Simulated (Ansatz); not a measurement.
Structures of equal composition on the (000-1) surface of 4H silicon carbide (C plane on top): (√3x√3)R30° Bi adatom at H3; (√3x√3)R30° Bi adatom at T4. The slabs share one bottom face, and each structure is named by its start. These are constructed structures in small cells; real faces may alloy, dewet or reconstruct in larger ones, and not all known structures of the face are among them. Slabs of about 11 Å, Fermi-Dirac smearing of 0.025 eV. Bottom of the slabs: H caps. Relaxed from the named starts with such symmetry as they have, on meshes of like density; energies extrapolated to zero smearing; spin only where a row says so; no spin-orbit coupling, no U. Brackets mark spin-polarised runs, whose order is one that fits the cell. Where a second, spin-polarised start was run, the lower counts.

These are r2SCAN, at the PBE geometry (plane waves to 500 eV, PAW; Ansatz, an electronic-structure program) values and carry that method's errors.

**Question.** Put the candidates in order of energy per 1x1 cell, lowest first, for r2SCAN, at the PBE geometry.

**Answer.** (√3x√3)R30° Bi adatom at T4 (0.000 eV, gap 2.22 eV on the mesh), (√3x√3)R30° Bi adatom at H3 (0.057 eV, gap 1.93 eV on the mesh)
